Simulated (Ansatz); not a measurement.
The starting structures come from a database of crystals and need not be the phases stable at ambient conditions.

Tunnelling through a barrier is set by its complex band structure: the current falls as exp(−2κd) with the smallest κ.

Data:

```yaml
crystal:
  lattice:
    - [6.42357, 0.00000, 0.00000]
    - [3.21179, 11.40934, 0.00000]
    - [3.21179, -0.90413, 3.08190]
  atoms:
    - { symbol: Cs, position: [0.50000, 0.50000, 0.50000] }
    - { symbol: Cd, position: [0.66120, 0.83880, 0.33880] }
    - { symbol: Cd, position: [0.33880, 0.16120, 0.66120] }
    - { symbol: Cd, position: [0.16120, 0.83880, 0.33880] }
    - { symbol: Cd, position: [0.83880, 0.16120, 0.66120] }
    - { symbol: As, position: [0.79689, 0.70311, 0.70311] }
    - { symbol: As, position: [0.20311, 0.29689, 0.29689] }
    - { symbol: As, position: [0.00000, 0.00000, 0.00000] }
```

Space group of this cell: P4/mmm. The cell is taken as given.

Transport runs along the normal of the first two printed cell vectors, the (111) plane of the conventional cell.

The gap is the functional's own, uncorrected, and κ follows it; spin-orbit coupling is left out. Mid-gap values are interpolated between the computed energies.

Task: Give the band gap and the smallest decay constant κ at mid-gap that Ansatz (a quantum-chemistry and plane-wave program) with r2SCAN yields.

Result: Gap 0.61 eV on a 10×10×10 mesh; κ = 0.066 1/Å, at the zone centre.
